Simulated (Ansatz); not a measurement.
## Al, response to strain

The parent structure is Al in the fcc (Cu type) structure (space group Fm-3m, No. 225; a = 3.994 Å; relaxed with 0.1 eV smearing). Axes: x, y, z lie along the cube axes.

Strains are applied to the cell and any free atomic positions relax; under biaxial strain the out-of-plane vector relaxes too.

Computed with Ansatz (a first-principles code) r2SCAN, spin-orbit coupling left out.

Notes on the quantities. energy relative to the base: free energy F.

| biaxial strain, plane normal [001], relaxed out of plane (%) | energy relative to the base (meV/atom) |
|---|---|
| -3 | 14.2 |
| -2.5 | 9.5 |
| -2 | 5.8 |
| -1.5 | 3.1 |
| -1 | ? |
| -0.5 | 0.3 |
| 0 | 0.0 |

Problem. Fit ΔE = Aε² + Bε³ (ε in %) to the rows shown and predict the withheld row.

Solution. Least squares on the printed values gives A = 1.19 and B = -0.13 meV/atom (largest residual 0.0 meV/atom); this predicts 1.3 meV/atom, and the run gives 1.3 meV/atom, in agreement.

Stability against distortions was not tested.
